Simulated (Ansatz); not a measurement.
Model glasses of amorphous Ga2O3, 62 to 67 atoms (Ga24O36 before any change). Each row is one cell at a composition chosen by hand, melted whole on the CHGNet potential with the anions pushed apart under 1.9 Å, quenched within some picoseconds, far faster than a real film, and relaxed with PBE, scalar-relativistic without spin-orbit coupling (plane waves to 420 eV, PAW; Ansatz, a first-principles code). Each is the lower in DFT energy of 2 quenches. Cycles of charging and discharging were tried on the cells ahead of these points, and a cell that came back lower was taken. The column on the box says what of it was relaxed with the atoms; held means as the quench left it. Cells that kept moments or hold spare charge are left out.

At the relaxed places, the spacing of the highest filled and the lowest empty level was computed at the zone centre with PBE and with HSE06, without spin polarisation. A level counts as spread where PBE shares it among more than a fifth of the atoms; else the element of the atom with the largest weight is named. Formal charges balance in every cell (each cation at its usual highest valence, Cu and Ag at +1, Sb at +3, H at +1, O at −2, N at −3, F and Cl at −1). Exact exchange is cut at the faces of these small cells, which leaves the hybrid a finite-size error. Where a level is localised, the spacing isn't the band gap.

| cell | change | box | highest filled on | lowest empty on | spacing, PBE (eV) | spacing, HSE06 (eV) |
|---|---|---|---|---|---|---|
| Ga24O38Sn | +2 O, +1 Sn | shape | O | spread | 1.31 | 3.02 |
| Ga24O38Ge | +1 Ge, +2 O | shape | O | spread | 1.38 | 3.08 |
| Ga24O41P2 | +5 O, +2 P | shape | O | spread | 1.51 | 3.18 |
| Ga24O37Zn | +1 O, +1 Zn | volume and shape | O | spread | 1.60 | 3.33 |
| Ga24O37Na2 | +2 Na, +1 O | shape | O | spread | 1.67 | withheld |
| Ga24O37Sr | +1 O, +1 Sr | volume and shape | O | spread | 1.72 | 3.42 |
| Ga24O39B2 | +2 B, +3 O | shape | O | spread | 1.81 | 3.57 |
| Ga24O39Sc2 | +3 O, +2 Sc | shape | O | spread | 1.90 | 3.58 |
| Ga24O39La2 | +2 La, +3 O | shape | O | spread | 1.98 | 3.54 |

Problem. Fit a straight line of the last column on the one before it through the 8 full rows, and predict the withheld value for Ga24O37Na2.

Solution. Means: x = 1.651, y = 3.340. Slope = Σ(Δx Δy) / Σ(Δx²) = 0.3703 / 0.4125 = 0.898; intercept = 3.340 − (0.898) × 1.651 = 1.857 eV; r.m.s. residual 0.050 eV. Prediction: 1.857 + (0.898) × 1.67 = 3.36 eV. The run gave 3.34 eV, a miss of 0.02 eV, within the residual.
